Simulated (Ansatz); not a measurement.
The parent structure is FeB (space group Cmcm, No. 63; a = 2.8310 Å, b = 7.3842 Å, c = 2.9578 Å; ferromagnetic; a cell from a computed database, its experimental status unchecked; relaxed with 0.1 eV smearing). Axes: x, y, z lie along a, b, c of the conventional cell.

Calculations: Kohn–Sham DFT with the PBEsol functional, run in Ansatz (a program for electronic structure) with PAW and 420 eV plane waves, no SOC.

One thing is altered: a pure shear with ε_yz = ε_zy = 0.0130, atoms relaxed at fixed cell.

Question: Predict the stress tensor and what it implies for the stiffness.

Answer: Stress of the strained cell less that of the base (GPa, compression positive):
```
    0.0     0.0     0.0
    0.0     0.3    -5.1
    0.0    -5.1     0.2
```

Then −Δσ/γ with γ = 2ε = 0.0260 gives secant stiffness values (nonlinear terms included at this strain): C44 ≈ 195 GPa.

Other magnetic orders, which the real material may have, were not ruled out. Stability against distortions was not tested.
